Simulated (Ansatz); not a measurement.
The starting structures come from a database of crystals and need not be the phases stable at ambient conditions.

Inside the gap of an insulator the Bloch states are evanescent, with a wavenumber k + iκ along the transport direction.

Given:

```xyz
8
Lattice="2.5120 0.0000 0.0000 1.2560 6.5545 0.0000 0.0000 0.0398 4.3983" Properties=species:S:1:pos:R:3 pbc="T T T"
B      1.2560     6.5930     4.3930
B      1.2560     3.9497     1.8812
B      2.5120     1.7744     1.6740
B      2.5120     6.1614     2.1917
N      2.5120     0.2654     1.5091
N      2.5120     6.5068     3.7087
N      2.5120     4.6465     1.9520
N      1.2560     2.4762     1.7290
```

Space group of this cell: Cm. The cell is taken as given; by r2SCAN its mean pressure is -3.7 GPa.

Transport runs along the normal of the first two printed cell vectors.

The gap is the functional's own. No spin-orbit coupling. Mid-gap values are interpolated on the energy grid.

**Question.** State the band gap and the smallest decay constant κ at mid-gap according to r2SCAN (Ansatz, a quantum-chemistry and plane-wave program).

**Answer.** Gap 2.01 eV on a 12×12×8 mesh; κ = 0.409 1/Å, at the zone centre.
